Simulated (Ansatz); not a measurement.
The parent structure is Be in the hcp (Mg type) structure (space group P6_3/mmc, No. 194; a = 2.263 Å, c = 3.566 Å; relaxed with 0.1 eV smearing).

All numbers come from PBE/PAW in Ansatz (a first-principles code), no SOC.

Base values:

| Quantity | Value |
|---|---|
| Pressure | 0.0 GPa |
| Band gap | zero |

The change: every lattice vector is shortened by 5.21 %, atoms relaxed at fixed cell.

Predict the new energy relative to the base.

The energy grows by 84 meV/atom.

What does the calculation give for the pressure after the change?

The pressure (mean of the normal stresses, compression positive) goes from zero to 25.8 GPa.

Estimate the effect on the band gap.

The band gap stays zero.

The cells carry an imposed strain or load. No phonon test of stability was made.
